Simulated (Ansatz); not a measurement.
Results of r²SCAN-D4 (Ansatz, an electronic-structure program, plane waves, PAW) for SmSi2 (I4₁/amd, No. 141; cell taken from a computed entry).

Run with plane-wave cutoff 500 eV, 14×14×14 k mesh, Fermi–Dirac smearing 0.05 eV, spin-polarised start, scalar-relativistic PAW data made under PBE.

Computed at the level's own relaxed cell.

Task: Estimate the volume per atom, equilibrium lattice constant a and lattice parameter c that the calculation returns.

Result: 
* **volume per atom**: 20.47 Å³/atom
* **equilibrium lattice constant a**: 4.248 Å
* **lattice parameter c**: 13.614 Å

Note: the magnetic order was assumed, not searched for or taken from measurement; the relaxation could not lower the start's symmetry, so the cell can be a saddle point above a distorted one; the 4f shell is treated without U or exact exchange, so its levels and filling can be wrong.

Spin–orbit coupling is not included.

Static lattice: no zero-point or thermal effects.
